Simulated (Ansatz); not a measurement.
Input and output of a relaxation of the atoms for Y2MgO4 (P1, 14 atoms in the cell) (Ansatz, a program for electronic structure).

Method of the run: PBE (plane waves, PAW; Ansatz).

The change in words: atoms moved at random; relax: default → atoms; relax.f_tol: default → 0.005 eV/Å. Reference geometry:
```
CELL_PARAMETERS angstrom
      0.00000     4.54622     4.54622
      4.54622     0.00000     4.54622
      4.54622     4.54622     0.00000
ATOMIC_POSITIONS crystal
  Y  0.12500 0.12500 0.12500
  Y  0.62500 0.12500 0.12500
  Y  0.12500 0.62500 0.12500
  Y  0.12500 0.12500 0.62500
  Mg 0.75000 0.75000 0.75000
  Mg 0.50000 0.50000 0.50000
  O  0.36260 0.36260 0.36260
  O  0.91220 0.36260 0.36260
  O  0.36260 0.91220 0.36260
  O  0.36260 0.36260 0.91220
  O  0.88740 0.88740 0.88740
  O  0.33780 0.88740 0.88740
  O  0.88740 0.33780 0.88740
  O  0.88740 0.88740 0.33780
```

Reference input (self-consistent single point, DFT, PBE, plane waves, default PAW files): kpoints.mp_grid.grid = 4 4 4; hamiltonian.xc = pbe; hamiltonian.pseudopotentials = {kind: paw} (the program's default PAW files); scf.occupations.method = gaussian; scf.occupations.width = 0.0073 Ry. This run's input differs from it in these lines:

Ansatz 0.2 input:
```diff
@@ -7,16 +7,16 @@
   atoms:
-    - { symbol: Y, position: [0.125000, 0.125000, 0.125000] }
-    - { symbol: Y, position: [0.625000, 0.125000, 0.125000] }
-    - { symbol: Y, position: [0.125000, 0.625000, 0.125000] }
-    - { symbol: Y, position: [0.125000, 0.125000, 0.625000] }
-    - { symbol: Mg, position: [0.750000, 0.750000, 0.750000] }
-    - { symbol: Mg, position: [0.500000, 0.500000, 0.500000] }
-    - { symbol: O, position: [0.362600, 0.362600, 0.362600] }
-    - { symbol: O, position: [0.912200, 0.362600, 0.362600] }
-    - { symbol: O, position: [0.362600, 0.912200, 0.362600] }
-    - { symbol: O, position: [0.362600, 0.362600, 0.912200] }
-    - { symbol: O, position: [0.887400, 0.887400, 0.887400] }
-    - { symbol: O, position: [0.337800, 0.887400, 0.887400] }
-    - { symbol: O, position: [0.887400, 0.337800, 0.887400] }
-    - { symbol: O, position: [0.887400, 0.887400, 0.337800] }
+    - { symbol: Y, position: [0.129203, 0.127029, 0.120350] }
+    - { symbol: Y, position: [0.623378, 0.124842, 0.124560] }
+    - { symbol: Y, position: [0.127089, 0.631882, 0.120300] }
+    - { symbol: Y, position: [0.126503, 0.121517, 0.631091] }
+    - { symbol: Mg, position: [0.749302, 0.754105, 0.749350] }
+    - { symbol: Mg, position: [0.496935, 0.502994, 0.493591] }
+    - { symbol: O, position: [0.360474, 0.361888, 0.362436] }
+    - { symbol: O, position: [0.906655, 0.363830, 0.356032] }
+    - { symbol: O, position: [0.360614, 0.910469, 0.370743] }
+    - { symbol: O, position: [0.363946, 0.357477, 0.914690] }
+    - { symbol: O, position: [0.888208, 0.880731, 0.891364] }
+    - { symbol: O, position: [0.342375, 0.888139, 0.889999] }
+    - { symbol: O, position: [0.890745, 0.337886, 0.888004] }
+    - { symbol: O, position: [0.884574, 0.887211, 0.337491] }
 kpoints:
@@ -32,2 +32,4 @@
     width: 0.0073 Ry
+relax:
+  f_tol: 0.005
 output:
```

Output, abridged:

```
   [... SCF lines of the steps left out ...]
relax step   1: F+E_penalty+E_count = -23804.25745767 eV  Δ(F+E_penalty+E_count) = +0.000e0 eV  max|allowed force component| = 1.974e0 eV/Å  Δτ_max = 0.0000 Å  (6 SCF iters, dr2 threshold 6.25e-7 eV, accepted)
relax step   2: F+E_penalty+E_count = -23805.67414663 eV  Δ(F+E_penalty+E_count) = -1.417e0 eV  max|allowed force component| = 7.727e-1 eV/Å  Δτ_max = 0.1554 Å  (6 SCF iters, dr2 threshold 1.00e-4 eV, accepted)
relax step   3: F+E_penalty+E_count = -23805.74210610 eV  Δ(F+E_penalty+E_count) = -6.796e-2 eV  max|allowed force component| = 1.083e-2 eV/Å  Δτ_max = 0.0401 Å  (5 SCF iters, dr2 threshold 3.73e-5 eV, accepted)
relax step   4: F+E_penalty+E_count = -23805.74210779 eV  Δ(F+E_penalty+E_count) = -1.693e-6 eV  max|allowed force component| = 1.092e-2 eV/Å  Δτ_max = 0.0000 Å  (4 SCF iters, accepted)
relax step   5: F+E_penalty+E_count = -23805.74219571 eV  Δ(F+E_penalty+E_count) = -8.792e-5 eV  max|allowed force component| = 6.709e-4 eV/Å  Δτ_max = 0.0070 Å  (6 SCF iters, accepted)
Free energy (F): -23805.742196 eV
Internal energy: -23805.742196 eV  (E = F + TS)
E sigma→0 (E₀):  -23805.742196 eV
Fermi energy:    9.605461 eV
--- Forces (eV/Å), atoms counted from 1 ---
  atom   1  Y     -0.00033201     0.00055206    -0.00042876
  atom   2  Y      0.00011987     0.00011664     0.00016654
  atom   3  Y     -0.00031551    -0.00067123    -0.00012794
  atom   4  Y      0.00050197     0.00018445     0.00025978
  atom   5  Mg    -0.00003790    -0.00000651     0.00004122
  atom   6  Mg     0.00000562    -0.00003968     0.00000129
  atom   7  O      0.00021514     0.00011774     0.00038604
  atom   8  O      0.00016105    -0.00038576    -0.00029262
  atom   9  O     -0.00006200     0.00053246     0.00000799
  atom  10  O     -0.00028422    -0.00025860    -0.00002102
   [... lines left out ...]
    - { symbol: O, position: [0.8789813752317348, 0.8787452502948834, 0.879031564292477] }
    - { symbol: O, position: [0.3632417441469905, 0.8789736451290725, 0.878926695492617] }
    - { symbol: O, position: [0.8788625461442362, 0.36324368704199894, 0.8788010408752728] }
    - { symbol: O, position: [0.8789145196421584, 0.879036493427519, 0.3632428579459689] }
```

The run converged. 

Summary of the result:
Free energy E − TS (on the zero of these files): -23805.7422 eV
Top of the valence band (on the code's own zero): 7.70 eV
Gap on the k-point mesh: 3.81 eV
Pressure: 11.58 GPa
Relaxation steps: 5

The starting cell was generated: these elements placed on a structure prototype, without a prior relaxation; it need not be a known phase or ordering of this composition. For this run, on top of that: atoms moved at random. Ansatz's pressure includes its estimate of the finite-basis (Pulay) stress.

Cost on one core of a shared machine: roughly 3 min.
